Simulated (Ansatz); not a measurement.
## How the lattice constant a of Sn (model structure, P6/mmm, No. 191, 1 atom in the cell) moves with the method

No measured value is used here.

```
level (code)     value (Å)
---------------  ---------
LDA (Ansatz)           [?]
PBE (Ansatz)         3.267
PBEsol (Ansatz)      3.208
```

Complete the blanks.


- LDA (Ansatz, an electronic-structure program), value (Å): 3.180

Ansatz's density-functional and Hartree–Fock values are scalar-relativistic unless marked +SOC, with PAW data made under PBE.

A model structure was made by putting elements into a prototype or built by hand; it is no filed structure, need not be a known phase, and can be a saddle point held by its symmetry.
